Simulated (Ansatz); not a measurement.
The reference is MoSi2 (space group I4/mmm, No. 139; a = 3.2022 Å, c = 7.8195 Å). Axes: x, y, z lie along a, b, c of the conventional cell.

All numbers come from DFT with r2SCAN, PAW potentials and a 500 eV plane-wave cutoff in Ansatz (a quantum-chemistry and plane-wave program), scalar-relativistic without spin-orbit coupling, earlier PAW set.

Strains are applied to the cell and any free atomic positions relax; under biaxial strain the out-of-plane vector relaxes too.

One change was made to it. Results:

The energy goes up by 187 meV/atom; the pressure (mean of the normal stresses, compression positive) goes from zero to -23.5 GPa.

Which change produced these results?
(A) biaxial strain −2.44 %, plane normal [001], relaxed out of plane
(B) isotropic strain +5.23 %
(C) biaxial strain +0.62 %, plane normal [001], relaxed out of plane

B, isotropic strain +5.23 %. For comparison, the energy relative to the base in the other runs: biaxial strain +0.62 %, plane normal [001], relaxed out of plane gives +1.6 meV/atom; biaxial strain −2.44 %, plane normal [001], relaxed out of plane gives +26 meV/atom.

The mesh was chosen for an insulator and is coarse for the gapless case. Without a gap, meshes like the base's 14×14×14 leave anisotropic stresses uncertain by several tenths of a GPa, and small strain energies with them. Whether these cells are dynamically stable was not tested. The final runs are not spin-polarised.
